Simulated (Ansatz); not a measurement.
The starting structures come from a database of crystals and need not be the phases stable at ambient conditions.

The decay constant κ of evanescent states in the gap governs leakage through a thin film.

Given:

```yaml
crystal:
  lattice:
    - [6.99738, 0.00000, 0.00000]
    - [-2.51745, 8.22254, 0.00000]
    - [0.00000, 3.63414, 4.08349]
  atoms:
    - { symbol: Li, position: [0.88080, 0.14820, 0.10180] }
    - { symbol: Li, position: [0.11920, 0.85180, 0.89820] }
    - { symbol: Sr, position: [0.37350, 0.15870, 0.09130] }
    - { symbol: Sr, position: [0.62650, 0.84130, 0.90870] }
    - { symbol: Sr, position: [0.10160, 0.36480, 0.38520] }
    - { symbol: Sr, position: [0.89840, 0.63520, 0.61480] }
    - { symbol: Si, position: [0.66470, 0.34530, 0.40470] }
    - { symbol: Si, position: [0.33530, 0.65470, 0.59530] }
    - { symbol: O, position: [0.71130, 0.22360, 0.28350] }
    - { symbol: O, position: [0.28870, 0.77640, 0.71650] }
    - { symbol: O, position: [0.28870, 0.77640, 0.23070] }
    - { symbol: O, position: [0.71130, 0.22360, 0.76930] }
    - { symbol: O, position: [0.57090, 0.66280, 0.58720] }
    - { symbol: O, position: [0.42910, 0.33720, 0.41280] }
    - { symbol: O, position: [0.84160, 0.59580, 0.15420] }
    - { symbol: O, position: [0.15840, 0.40420, 0.84580] }
    - { symbol: F, position: [0.00000, 0.00000, 0.00000] }
    - { symbol: F, position: [0.00000, 0.00000, 0.50000] }
```

Space group of this cell: P2_1/m. The cell is taken as given; by PBEsol its mean pressure is -4.1 GPa.

Transport runs along the normal of the first two printed cell vectors.

The gap is the functional's own, uncorrected, and κ follows it; spin-orbit coupling is left out. Mid-gap values are interpolated between the computed energies.

Estimate the band gap and the smallest decay constant κ at mid-gap that PBEsol (Ansatz, a quantum-chemistry and plane-wave program) returns for this system.

Gap 4.66 eV on a 6×8×8 mesh; κ = 0.390 1/Å, at the zone centre.
